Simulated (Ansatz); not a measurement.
C11b MoSi₂, treated with r²SCAN+rVV10 in Ansatz (PAW).

Settings: plane-wave cutoff 560 eV, 24×24×24 k mesh, Fermi–Dirac smearing 0.05 eV, no spin polarisation, scalar-relativistic PAW data made under PBE.

Shape and atoms are relaxed at each volume.

Pressure at four volumes; x = ln(V/13.299 Å³). One pressure is withheld.

| V (Å³/atom) | x | P (GPa) |
|---|---|---|
| 12.767 | -0.0408 | ? |
| 13.033 | -0.0202 | 4.66 |
| 13.299 | 0.0000 | 0.00 |
| 13.831 | 0.0392 | -7.94 |

### Question
Pass a parabola P(x) through the three rows shown, estimate the bulk modulus and its pressure derivative near zero pressure, and predict the withheld pressure.

### Answer
Slopes between the rows: (0.00 − (4.66))/(0.0000 − (-0.0202)) = -230.69 and (-7.94 − (0.00))/(0.0392 − (0.0000)) = -202.55 GPa. Their difference over the span 0.0594 is c = 28.14/0.0594 = 473.7 GPa, so P(x) = 4.66 + (-230.69)(x − (-0.0202)) + 473.7 (x − (-0.0202))(x − (0.0000)). At the middle row B = −dP/dx = −[-230.69 + 473.7 × 0.0202] = 221.1 GPa, and B′ = dB/dP = 2c/B = 4.3. At x = -0.0408 the parabola gives 9.81 GPa; the run gives 9.86 GPa. The Birch–Murnaghan fit to the energies at all volumes has B0 = 221 GPa and B′ = 4.4.

Measured, for comparison: bulk modulus 222 ± 2 GPa (room temperature, not corrected to a static lattice, B' = 4; as tabulated in Structural stability of MoSi2 and Mo5Si3 under high pressure, Chin. Phys. B 26 …). Computed (rounded) less measured: bulk modulus -0.5 % (inside the measured uncertainty).

Note: the bulk modulus comes from volumes at which shape and atoms were relaxed.

Ansatz is an electronic-structure program.
